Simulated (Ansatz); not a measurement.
Ansatz (a quantum-chemistry and plane-wave program) run on SrSO4 (F-43m, 6 atoms in the cell): relaxation of cell and atoms.

Method: LDA (PW92), default PAW files made with PBE (plane waves; Ansatz).

The change in words: atoms on their sites; basis.ecutwfc: 420 eV → 505 eV; relax: default → cell and atoms. Reference geometry:
```
SrSO4
1.0
    0.00000     3.62242     3.62242
    3.62242     0.00000     3.62242
    3.62242     3.62242     0.00000
Sr S O
1 1 4
Direct
  0.50399   0.50399   0.50399
  0.00000   0.00000   0.00000
  0.88106   0.88106   0.88106
  0.35682   0.88106   0.88106
  0.88106   0.88106   0.35682
  0.88106   0.35682   0.88106
```

Reference input (self-consistent single point, DFT, LDA (PW92), plane waves, default PAW files made with PBE): basis.ecutwfc = 420 eV; kpoints.mp_grid.grid = 6 6 6; hamiltonian.xc = lda; hamiltonian.pseudopotentials = {kind: paw} (the program's default PAW files); scf.occupations.method = fixed. This run's input differs from it in these lines:

Ansatz 0.2 input:
```diff
@@ -6,3 +6,3 @@
   atoms:
-    - { symbol: Sr, position: [0.503985, 0.503985, 0.503985] }
+    - { symbol: Sr, position: [0.500000, 0.500000, 0.500000] }
     - { symbol: S, position: [0.000000, 0.000000, 0.000000] }
@@ -13,3 +13,3 @@
 basis:
-  ecutwfc: 420.0
+  ecutwfc: 505.0
 kpoints:
@@ -24,2 +24,4 @@
     method: fixed
+relax:
+  cell: {}
 output:
```

The program printed (abridged):

```
   [... SCF lines of the steps left out ...]
relax step   1: F+E_penalty+E_count = -6537.02037274 eV  Δ(F+E_penalty+E_count) = +0.000e0 eV  max|allowed force component| = 3.068e-1 eV/Å  Δτ_max = 0.0000 Å  P = -6.634 GPa  Ω = 95.066 Å³  (7 SCF iters, dr2 threshold 1.00e-7 eV, accepted)
relax step   2: F+E_penalty+E_count = -6537.13944282 eV  Δ(F+E_penalty+E_count) = -1.191e-1 eV  max|allowed force component| = 5.459e-1 eV/Å  Δτ_max = 0.0659 Å  P = +0.638 GPa  Ω = 81.928 Å³  energy of the carried Pulay correction = +1.773e-3 eV  (7 [...]
   [... lines left out ...]
relax step   5: F+E_penalty+E_count = -6537.20316258 eV  Δ(F+E_penalty+E_count) = -7.982e-5 eV  max|allowed force component| = 1.348e-4 eV/Å  Δτ_max = 0.0006 Å  P = -0.001 GPa  Ω = 85.577 Å³  energy of the carried Pulay correction = +1.255e-3 eV  (4 [...]
relax step   6: F+E_penalty+E_count = -6537.20221571 eV  Δ(F+E_penalty+E_count) = +9.469e-4 eV  max|allowed force component| = 3.813e-4 eV/Å  Δτ_max = 0.0000 Å  P = -0.005 GPa  Ω = 85.577 Å³  stress off target by 5.29e-3 GPa  SCF on the basis [...]
basis re-selected at this cell: Δ(F+E_penalty+E_count) = +9.469e-4 eV, ΔP = -0.004 GPa vs the last step
the relaxation is at rest under the 24 symmetry operations that the run kept from its start: a minimum is not shown …
Free energy (F): -6537.202216 eV
Internal energy: -6537.202216 eV  (E = F + TS)
E sigma→0 (E₀):  -6537.202216 eV
Fermi energy:    5.063762 eV
--- Forces (eV/Å), atoms counted from 1 ---
  atom   1  Sr    -0.00000000    -0.00000000    -0.00000000
  atom   2  S      0.00000000     0.00000000     0.00000000
   [... lines left out ...]
  cell:  # Å, volume = 85.5768 Å³
   [... lines left out ...]
    - { symbol: O, position: [0.8784055453489727, 0.8784055453489727, 0.8784055453489727] }
    - { symbol: O, position: [0.36478336395308175, 0.8784055453489727, 0.8784055453489727] }
    - { symbol: O, position: [0.8784055453489727, 0.8784055453489727, 0.36478336395308175] }
    - { symbol: O, position: [0.8784055453489727, 0.36478336395308175, 0.8784055453489727] }
```

The run converged. 

Summary of the result:
```
Property                                                                                                                 Value
------------------------------------------------  ----------------------------------------------------------------------------
Free energy E − TS (on the zero of these files)                                                                  -6537.2022 eV
Top of the valence band (on the code's own zero)                                                                       5.06 eV
Gap on the k-point mesh                                                                                                3.72 eV
Pressure                                                                                                             -0.01 GPa
Final cell                                        a = 4.9464 Å, b = 4.9464 Å, c = 4.9464 Å, α = 60.00°, β = 60.00°, γ = 60.00°
Final volume per atom                                                                                                 14.26 Å³
Relaxation steps                                                                                                             6
```

The starting cell comes from a database of computed structures (which also holds hypothetical and non-ambient phases and stackings), without a prior relaxation at this level. Its lattice was rescaled by up to half a per cent. The relaxation keeps the symmetry of its start, so its end need not be a minimum. Ansatz's pressure includes its estimate of the finite-basis (Pulay) stress.
